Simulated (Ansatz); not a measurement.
The starting structures come from a database of crystals and need not be the phases stable at ambient conditions.

Input:

```
CELL_PARAMETERS angstrom
      3.70921     0.00000     0.00000
      0.00000    11.29773     0.00000
      1.85461     0.00000     5.34266
ATOMIC_POSITIONS crystal
  Na 0.43652 0.62757 0.12696
  Na 0.56348 0.12757 0.87304
  Na 0.82508 0.90640 0.34984
  Na 0.17492 0.40640 0.65016
  Pd 0.13553 0.74839 0.72894
  Pd 0.86447 0.24839 0.27106
  Se 0.72226 0.62688 0.55548
  Se 0.27774 0.12688 0.44452
  Se 0.54722 0.86876 0.90556
  Se 0.45278 0.36876 0.09444
```

Space group of this cell: Cmc2_1. The cell is taken as given.

Transport runs along the normal of the first two printed cell vectors.

The gap is the functional's own. No spin-orbit coupling. Mid-gap values are interpolated on the energy grid.

Q: Estimate the band gap and the smallest decay constant κ at mid-gap that r2SCAN in Ansatz (a program for electronic structure) returns for this system.

A: Gap 0.91 eV on a 8×4×8 mesh; κ = 0.311 1/Å, at (0.250, 0.000) of the in-plane reciprocal vectors. At the zone centre, at the nearest computed energy, the slowest state has κ = 0.31 1/Å.
